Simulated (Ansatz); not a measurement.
**Carrier doping in MoS2**

Consider MoS₂ (space group R3m, No. 160; a = 3.153 Å, c = 17.991 Å (hexagonal axes); layered, stacked along the Cartesian z axis).

Carriers are added at fixed cell with a uniform background; the Fermi–Dirac width is that of 300 K.

Method: Kohn–Sham DFT with the PBE-D3(BJ) functional, run in Ansatz (a program for electronic structure) with PAW and 420 eV plane waves, no spin-orbit coupling.

Notes on the quantities. Fermi level from band edge: Fermi level relative to the doped band's edge (positive inside the band; to 0.05 eV).

| variant | gap between the host's bands | Fermi level from band edge |
|---|---|---|
| undoped | 0.76 eV | – |
| electrons 2.0×10^21 cm⁻³ | 0.75 eV | +0.25 eV |
| electrons 3.0×10^21 cm⁻³ | 0.74 eV | +0.30 eV |
| electrons 5.0×10^21 cm⁻³ | (withheld) | (withheld) |
| electrons 7.0×10^21 cm⁻³ | 0.71 eV | +0.50 eV |
| holes 2.0×10^21 cm⁻³ | 0.80 eV | +0.70 eV |
| holes 3.0×10^21 cm⁻³ | 0.81 eV | +0.80 eV |
| holes 5.0×10^21 cm⁻³ | 0.81 eV | +0.95 eV |
| holes 7.0×10^21 cm⁻³ | 0.81 eV | +1.00 eV |

### Question
Some entries are withheld; estimate them.

### Answer

- electrons 5.0×10^21 cm⁻³, gap between the host's bands: 0.72 eV
- electrons 5.0×10^21 cm⁻³, Fermi level from band edge: +0.40 eV

Carriers are added with a uniform compensating background; total energy and stress of such cells depend on the potential's zero and are not compared; many-body gap narrowing is missing at this level. No phonon test of stability was made.
